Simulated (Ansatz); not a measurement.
Given:

End structure of the (10-11) surface of hcp Ti in its 1x1 cell, outermost plane spacing 0.37 Å in the ideal cut:

```yaml
crystal:
  lattice:
    - [2.93864, 0.00000, 0.00000]
    - [-1.46932, 5.30221, 0.00000]
    - [0.00000, 0.00000, 28.00000]
  atoms:
    - { symbol: Ti, position: [0.82166, 0.64317, 0.29757] }
    - { symbol: Ti, position: [0.54907, 0.09800, 0.31118] }
    - { symbol: Ti, position: [0.21435, 0.42854, 0.37259] }
    - { symbol: Ti, position: [0.94396, 0.88779, 0.38646] }
    - { symbol: Ti, position: [0.59616, 0.19221, 0.45368] }
    - { symbol: Ti, position: [0.32686, 0.65371, 0.46671] }
    - { symbol: Ti, position: [0.98201, 0.96402, 0.53329] }
    - { symbol: Ti, position: [0.71271, 0.42553, 0.54632] }
    - { symbol: Ti, position: [0.36491, 0.72995, 0.61354] }
    - { symbol: Ti, position: [0.09452, 0.18919, 0.62741] }
    - { symbol: Ti, position: [0.75980, 0.51974, 0.68882] }
    - { symbol: Ti, position: [0.48721, 0.97457, 0.70243] }
```

Model: 12-atom slab, 11.5 Å thick at the start, 13x7x1 mesh, Fermi-Dirac 0.1 eV, dipole correction, all atoms relaxed; held to the part of the start's symmetry that mesh and held atoms allow; no spin, no spin-orbit, no U.

Task: Give the work function of the top face at the level PBE (Ansatz, a quantum-chemistry and plane-wave program).

Result: 4.03 eV

Task: Give the surface energy (mean of both faces) at the level PBE.

Result: 1.92 J/m²
